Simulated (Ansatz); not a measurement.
The starting structures come from a database of crystals and need not be the phases stable at ambient conditions.

 Where the default PAW files enter, the runs use the earlier of Ansatz's two default sets.

By PBEsol, the system below comes out a metal.

Consider the following.

```xyz
3
Lattice="2.8816 0.0000 0.0000 1.4408 5.0708 0.0000 1.4408 0.4094 2.3878" Properties=species:S:1:pos:R:3 pbc="T T T"
Mo     1.4408     1.4753     0.5800
Mo     4.3223     4.0049     1.8079
N      0.0000     0.0000     0.0000
```

Space group of this cell: C2/m. The cell is strained (lengths along the current scaled by 0.97, ions clamped); by PBEsol its mean pressure is 3.2 GPa.

The current flows along the normal of the first two printed cell vectors. No spin-orbit coupling; the value is a mean over 0.1 eV about the Fermi level.

Predict the ballistic conductance per area from Ansatz (an electronic-structure program) with PBEsol.

0.79 × 10¹⁵ S/m² for both spins.
